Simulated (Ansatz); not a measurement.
Start from SiO2 (space group P3_221, No. 154; a = 4.866 Å, c = 5.365 Å).

Computed with LDA (Ansatz, a program for electronic structure; PAW; 420 eV plane waves; no spin-orbit coupling).

Strains are applied to the cell and any free atomic positions relax.

One change was made to it. Results:

| quantity | base | after |
|---|---|---|
| energy relative to the base (free energy F) | 0 meV/atom | +0.6 meV/atom |
| pressure (mean of the normal stresses, compression positive) | 0.00 GPa | -0.73 GPa |
| largest internal atomic displacement | – | 0.044 Å |

Problem. Which change produced these results?
A) isotropic strain +3.00 %
B) isotropic strain +0.75 %
C) isotropic strain +1.50 %

Solution. B, isotropic strain +0.75 %. For comparison, the energy relative to the base in the other runs: isotropic strain +3.00 % gives +9.1 meV/atom; isotropic strain +1.50 % gives +2.5 meV/atom.

Stability against distortions was not tested.
